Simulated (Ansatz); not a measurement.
The reference is AlN in the wurtzite structure (space group P6_3mc, No. 186).

```xyz
4
Lattice="3.1302 0.0000 0.0000 -1.5651 2.7109 0.0000 0.0000 0.0000 5.0180" Properties=species:S:1:pos:R:3 pbc="T T T"
Al     0.0000     1.8072     0.0012
Al     1.5651     0.9036     2.5102
N      0.0000     1.8072     1.9157
N      1.5651     0.9036     4.4247
```

Cartesian axes are those of the cell as printed.

The values are results of PBE in Ansatz (plane waves to 420 eV, PAW, no spin-orbit coupling), not measurements.

One thing is altered: uniaxial strain ε_zz = −3.00 %, all other strain components held at zero, atoms relaxed at fixed cell.

Predict the stress tensor and what it implies for the stiffness.

Stress of the strained cell less that of the base (GPa, compression positive):
```
   3.44    0.00    0.00
   0.00    3.44    0.00
   0.00    0.00   10.43
```

Then −Δσ_ii/ε with ε = -0.0300 gives secant stiffness values (nonlinear terms included at this strain): C33 ≈ 348 GPa, C13 ≈ 115 GPa and C23 ≈ 115 GPa.

As a check, the harmonic strain energy −½ V₀ Δσ:ε is 10 meV/atom; the computed energy rise is 10 meV/atom.

Stability against distortions was not tested.

Ansatz is a quantum-chemistry and plane-wave program.
